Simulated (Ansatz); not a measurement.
Base system: Al2Cu (space group I4/mcm, No. 140; a = 6.059 Å, c = 4.874 Å). Axes: x, y, z lie along a, b, c of the conventional cell.

Structures relaxed with PBE, PAW, 420 eV (Ansatz, a quantum-chemistry and plane-wave program; no spin-orbit coupling), earlier PAW set.

Base:

Simulated powder pattern, Cu Kα, λ = 1.54184 Å (kinematic, ideal powder, no thermal factors, no anomalous dispersion; the 10 strongest lines at most, above 2 %, up to 2θ = 90°):

| 2θ (°) | I/Imax (%) | hkl |
|---|---|---|
| 20.73 | 100 | (110) |
| 29.48 | 34 | (200) |
| 37.99 | 52 | (211) |
| 42.18 | 34 | (220) |
| 42.68 | 78 | (112) |
| 47.45 | 76 | (310) |
| 47.91 | 63 | (202) |
| 69.36 | 16 | (420) |
| 73.63 | 21 | (402) |
| 77.46 | 25 | (332) |

Perturbation: biaxial strain −4.16 %, plane normal [001], relaxed out of plane (Cartesian); in-plane vectors clamped, the third vector and the atoms free.

Task: Where do the lines fall after the change?

Result: 
Simulated powder pattern, Cu Kα, λ = 1.54184 Å (kinematic, ideal powder, no thermal factors, no anomalous dispersion; the 10 strongest lines at most, above 2 %, up to 2θ = 90°):

| 2θ (°) | I/Imax (%) | hkl |
|---|---|---|
| 21.64 | 100 | (110) |
| 30.79 | 28 | (200) |
| 38.93 | 49 | (211) |
| 41.75 | 85 | (112) |
| 44.11 | 33 | (220) |
| 47.50 | 72 | (202) |
| 49.64 | 67 | (310) |
| 57.68 | 15 | (222) |
| 75.37 | 19 | (402) |
| 79.50 | 25 | (332) |

The indices refer to the base's conventional cell; one index is shown for lines that coincide.

Stability against distortions was not tested. The final runs are not spin-polarised.
